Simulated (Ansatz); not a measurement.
Abridged Ansatz (an electronic-structure program) output:

```
Relaxation: its limit of steps is 60 (relax.max_steps)
Pseudopotential: Na, paw, valence charge 9
Crystal: 1 atoms, lattice volume = 20.013 Å³
Basis set: ecut = 420 eV, 381 PW (Γ), exchange–correlation on 40×40×40 points (8 copies of the dense FFT grid, shifted against one another)
Bands: 9, of which v1, the nominal top of the filled ones, is band 5 counted from 1 (4 counted from 0)
Symmetry: 48 space group operations
k-points: 145 of 4096
Functional: x = pbe(κ = 0.804, μ = 0.2195149727645171), c = pbe(β = 0.06672455060314922)
SCF iter   1: F=—  HF=-1485.938099 eV  |F-HF|=—  |Δ(HF+E_count)|=         —  Δρ=9.93e-3  dr2=2.57e-2  ethr=3.10e-3  ⟨swp⟩=5.6  Hψ=8938  notcnv=0
SCF iter   2: F=—  HF=-1485.935902 eV  |F-HF|=—  |Δ(HF+E_count)|=   2.20e-3  Δρ=4.64e-3  dr2=3.97e-3  ethr=2.86e-4  ⟨swp⟩=2.1  Hψ=3087  notcnv=0  defer=41
SCF 1 converged in 6 iterations: F = -1485.935484 eV  dr2 = 1.47e-10
relax step   1: F+E_penalty+E_count = -1485.93548417 eV  Δ(F+E_penalty+E_count) = +0.000e0 eV  max|allowed force component| = 0.000e0 eV/Å  Δτ_max = 0.0000 Å  P = +14.997 GPa  Ω = 20.013 Å³  (6 SCF iters, dr2 threshold 1.00e-7 eV, accepted)
[... steps on the carried basis left out ...]
relax step   6: F+E_penalty+E_count = -1485.42785030 eV  Δ(F+E_penalty+E_count) = +1.570e-4 eV  max|allowed force component| = 0.000e0 eV/Å  Δτ_max = 0.0000 Å  P = +29.996 GPa  Ω = 16.234 Å³  stress off target by 3.62e-3 GPa  SCF on the basis re-selected at this cell (its energy is not comparable with the rows above)  (5 SCF iters)
SCF converged after 5 iterations
Free energy (F): -1485.427850 eV
Internal energy: -1485.425185 eV  (E = F + TS)
E sigma→0 (E₀):  -1485.426518 eV
Entropy (-TS):   -0.002665 eV (-2.665 meV/atom)
Fermi energy:    7.349656 eV
--- Forces (eV/Å), atoms counted from 1 ---
  atom   1  Na     0.00000000     0.00000000    -0.00000000
--- Stress (GPa, compression-positive) ---
       29.996383      -0.000000       0.000000
       -0.000000      29.996383       0.000000
        0.000000       0.000000      29.996383
  P = ⅓ Tr σ = 29.9964 GPa (299.964 kbar)
--- Relaxed structure (5 steps of the walk, 5 accepted, 1 SCFs on fresh bases) ---
  cell:  # Å, volume = 16.2340 Å³
    - [-1.5951009639658662, 1.5951009639658662, 1.5951009639658662]
    - [1.5951009639658662, -1.5951009639658662, 1.5951009639658662]
    - [1.5951009639658662, 1.5951009639658662, -1.5951009639658662]
  atoms:
    - { symbol: Na, position: [0.0, 0.0, 0.0] }
```

Question: What was computed, and what are the main results?

Answer: Na, 1 atom in the cell, with Ansatz PBE, without spin-orbit coupling, earlier PAW set, from a series relaxed to a target (pressure 30 GPa). The last SCF converged to F = -1485.427850 eV, or -1485.4279 eV per atom, at a pressure of 30.00 GPa. The total energy compares only with runs of the same code, potentials and settings.

Load acts through the strain it causes; cell and atoms are relaxed under it. Stability against distortions was not tested. No other phases were tried under pressure. The cell was made from Na in the bcc (W type) structure (space group Im-3m, No. 229) by this change: pressure 30 GPa.

Keys are those of Ansatz 0.2.
